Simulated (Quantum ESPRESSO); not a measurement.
A self-consistent single point of ZnCu3 (P1, 4 atoms in the cell) with Quantum ESPRESSO.

Method: LDA (PZ), PSlibrary ultrasoft (LDA) pseudopotentials (plane waves; Quantum ESPRESSO).

The change in words: atoms moved at random. Reference geometry:
```xyz
4
Lattice="2.5615 0.0000 0.0000 -1.2807 2.2183 0.0000 0.0000 0.0000 8.3976" Properties=species:S:1:pos:R:3 pbc="T T T"
Zn     1.2807     0.7394     0.0000
Cu     1.2807     0.7394     4.1988
Cu     0.0000     1.4789     2.1336
Cu     0.0000     1.4789     6.2640
```

Reference input (self-consistent single point, DFT, LDA (PZ), plane waves, PSlibrary ultrasoft (LDA) pseudopotentials): ecutwfc = 55 Ry; ecutrho = 330 Ry; occupations = smearing; smearing = gauss; degauss = 0.0073499 Ry; potentials = {Zn: Zn.pz-dn-rrkjus_psl.1.0.0.UPF, Cu: Cu.pz-dn-rrkjus_psl.1.0.0.UPF}; K_POINTS = automatic 12 12 3 0 0 0; conv_thr = 1e-10 Ry. This run's input differs from it in these lines:

```diff
@@ -9,5 +9,3 @@
 &SYSTEM
- ibrav = 4
- celldm(1) = 4.840457409
- celldm(3) = 3.27843917741
+ ibrav = 0
  nat = 4
@@ -27,8 +25,12 @@
 ATOMIC_POSITIONS {alat}
-Zn    0.500000000    0.288675135    0.000000000
-Cu    0.500000000    0.288675135    1.639219589
-Cu    0.000000000    0.577350269    0.832953042
-Cu    0.000000000    0.577350269    2.445486136
+Zn    0.509605500    0.297774983    0.031194346
+Cu    0.493729000    0.285992710    1.627161331
+Cu   -0.014268500    0.569956322    0.808656451
+Cu    0.010934500    0.578325590    2.450646161
 K_POINTS {automatic}
 12 12 3  0 0 0
+CELL_PARAMETERS {angstrom}
+   2.561460000     0.000000000     0.000000000
+  -1.280730000     2.218289000     0.000000000
+   0.000000000     0.000000000     8.397590000
```

Output (repeated stretches shortened):

```
     Self-consistent Calculation

     iteration #  1     ecut=    55.00 Ry     beta= 0.70

     Threshold (ethr) on eigenvalues was too large:
     Diagonalizing with lowered threshold

     total energy              =    -514.86678587 Ry
     estimated scf accuracy    <       0.24960680 Ry

     iteration #  2     ecut=    55.00 Ry     beta= 0.70

     total energy              =    -514.77157364 Ry
     estimated scf accuracy    <       1.81143967 Ry

     iteration #  3     ecut=    55.00 Ry     beta= 0.70

     total energy              =    -514.97402481 Ry
     estimated scf accuracy    <       0.39659498 Ry

   [... 11 blocks of this kind left out ...]

     iteration # 15     ecut=    55.00 Ry     beta= 0.70

     total energy              =    -515.02616946 Ry
     estimated scf accuracy    <          1.2E-10 Ry

     iteration # 16     ecut=    55.00 Ry     beta= 0.70
     End of self-consistent calculation

     Number of k-points >= 100: set verbosity='high' to print the bands.

     the Fermi energy is    12.7083 ev

!    total energy              =    -515.02616946 Ry
     estimated scf accuracy    <          5.4E-11 Ry
     smearing contrib. (-TS)   =      -0.00047177 Ry
     internal energy E=F+TS    =    -515.02569769 Ry

     convergence has been achieved in  16 iterations

     Forces acting on atoms (cartesian axes, Ry/au):

     atom    1 type  1   force =    -0.00287072   -0.00230293   -0.02869458
     atom    2 type  2   force =     0.00058307   -0.00006215    0.00255963
     atom    3 type  2   force =     0.00338861    0.00218314    0.02827813
     atom    4 type  2   force =    -0.00110095    0.00018195   -0.00214318

     Total force =     0.040811     Total SCF correction =     0.000053

          total   stress  (Ry/bohr**3)                   (kbar)     P=      -75.09
  -0.00040083   0.00001194   0.00001657          -58.96        1.76        2.44
   0.00001194  -0.00042904   0.00001226            1.76      -63.11        1.80
   0.00001657   0.00001226  -0.00070152            2.44        1.80     -103.20

   JOB DONE.
```

The run converged in 16 iterations. Against the reference run the free energy goes up by 14.2 meV/atom, the pressure goes from -8.05 to -7.51 GPa and the largest force goes from 0.081 to 0.744 eV/Å.

The starting cell comes from a database of computed structures (which also holds hypothetical and non-ambient phases and stackings), without a prior relaxation at this level. For this run, on top of that: atoms moved at random. Spin polarisation is off. With a pressure of about -8 GPa the cell is away from its equilibrium volume at this level.

Cost on one core of a shared machine: roughly 4 min.
